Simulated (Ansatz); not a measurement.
## Convergence study of the plane-wave cutoff for K3Pd (P4mm, 4 atoms in the cell)

```xyz
4
Lattice="5.4178 0.0000 0.0000 0.0000 5.4178 0.0000 0.0000 0.0000 5.4178" Properties=species:S:1:pos:R:3 pbc="T T T"
K      2.7089     2.7089     0.0500
K      0.0000     2.7089     2.7089
K      2.7089     0.0000     2.7089
Pd     0.0000     0.0000     0.0000
```

Level of theory: PBEsol, default PAW files made with PBE (plane waves; Ansatz, an electronic-structure program).

Base settings: basis.ecutwfc = 420 eV; kpoints.mp_grid.grid = 5 5 5; hamiltonian.xc = pbesol; hamiltonian.pseudopotentials = {kind: paw} (the program's default PAW files); scf.occupations.method = fermi_dirac; scf.occupations.width = 0.1 eV.

The second cell is the first with its lattice scaled by 0.98.

The mesh stays at the base's, so the ladder's end is converged at best in this setting alone.

The first pressure column holds Ansatz's estimate of the finite-basis (Pulay) stress, which hides part of the cutoff error; the other is without it.

Only quantities that move along the ladder and can be compared are tabulated.

The count of work is k-points × plane waves × bands × iterations; it is no time. 

The starting cell comes from a database of computed structures (which also holds hypothetical and non-ambient phases and stackings), without a prior relaxation at this level. Its lattice was rescaled by up to half a per cent. One atom was moved a little off its site on purpose. Spin polarisation is off.

| basis.ecutwfc | free energy less the last step's (meV/atom) | energy of the compressed cell less the first (meV/atom) | pressure (GPa) | pressure without the Pulay estimate (GPa) | largest difference of a force vector from the last step's (eV/Å) | count of work / last |
|---|---|---|---|---|---|---|
| 145 eV | 21948.84 | 117.38 | -2.33 | -269.35 | 0.025 | 0.076 |
| 170 eV | 9899.11 | 94.05 | -1.00 | -148.80 | 0.008 | 0.098 |
| 190 eV | 5082.16 | -3.36 | -0.14 | -89.00 | 0.007 | 0.10 |
| 210 eV | 2552.86 | -3.61 | -0.38 | -51.85 | 0.005 | 0.090 |
| 230 eV | 1207.27 | -8.25 | -0.54 | -28.66 | 0.005 | 0.11 |
| 250 eV | 559.97 | -9.92 | -0.56 | -15.60 | 0.001 | 0.13 |
| 295 eV | 78.62 | -6.48 | -0.57 | -3.59 | 0.001 | 0.18 |
| 335 eV | 9.00 | -5.42 | -0.61 | -1.09 | 0.000 | 0.19 |
| 380 eV | 0.82 | -5.58 | -0.61 | -0.64 | 0.000 | 0.23 |
| 420 eV | 0.55 | -5.59 | -0.61 | -0.62 | 0.000 | 0.26 |
| 460 eV | 0.37 | -5.60 | -0.61 | -0.62 | 0.000 | 0.31 |
| 505 eV | 0.21 | -5.59 | -0.61 | -0.62 | 0.000 | 0.35 |
| 565 eV | 0.17 | -5.59 | -0.61 | -0.61 | 0.000 | 0.43 |
| 630 eV | 0.12 | -5.59 | -0.61 | -0.61 | 0.000 | 0.49 |
| 735 eV | 0.05 | -5.59 | -0.61 | -0.61 | 0.000 | 0.61 |
| 840 eV | 0.02 | -5.59 | -0.61 | -0.61 | 0.000 | 0.75 |
| 1010 eV | 0.00 | -5.59 | -0.61 | -0.61 | 0.000 | 1.0 |

Coarsest basis.ecutwfc that holds the pressure within 0.2 GPa of the last step, with all finer ones: 230 eV, at 0.11 of the last step's count of work; the step before is off by 0.23 GPa.

Coarsest basis.ecutwfc that holds the forces within 0.02 eV/Å of the last step, with all finer ones: 170 eV, at 0.098 of the last step's count of work; the step before is off by 0.025 eV/Å.

Coarsest basis.ecutwfc that holds the pressure without the Pulay estimate within 0.1 GPa of the last step, with all finer ones: 380 eV, at 0.23 of the last step's count of work; the step before is off by 0.48 GPa.

The energy difference between the two cells stays within 1 meV/atom of the last step's from 295 eV on, the total only from 380 eV on: much of the error is common to both cells and cancels.

Two neighbours can agree and both be off: 190 eV and 210 eV differ by 0.25 meV/atom in the energy of the compressed cell less the first, yet lie about 2.0 meV/atom from the last step.

At the lowest cutoff the pressure without the Pulay estimate lies 269 GPa under the last step's, the usual sign of Pulay stress in an incomplete plane-wave basis.

Keys are those of Ansatz 0.2.
